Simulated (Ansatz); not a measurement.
Take YAs in the rock salt structure (space group Fm-3m, No. 225; a = 5.748 Å; a model cell; relaxed with 0.1 eV smearing) as the base. Axes: x, y, z lie along the cube axes.

Computed with PBEsol (Ansatz, a program for electronic structure), no spin-orbit coupling.

A first run, uniaxial strain ε_yy = −1.01 %, gives secant values C11 ≈ 210 GPa and C12 ≈ 24 GPa from its stress. A second run applies biaxial strain +1.29 %, plane normal [001], relaxed out of plane.

### Question
What does linear elasticity predict for −ε⊥/ε∥ in the second run, and what does the run give?

### Answer
Linear elasticity: 2 C12/C11 = 0.23. The run gives 0.24; any difference comes from nonlinear terms at these strains and numerical noise.

Whether these cells are dynamically stable was not tested. All final runs are without spin polarisation.
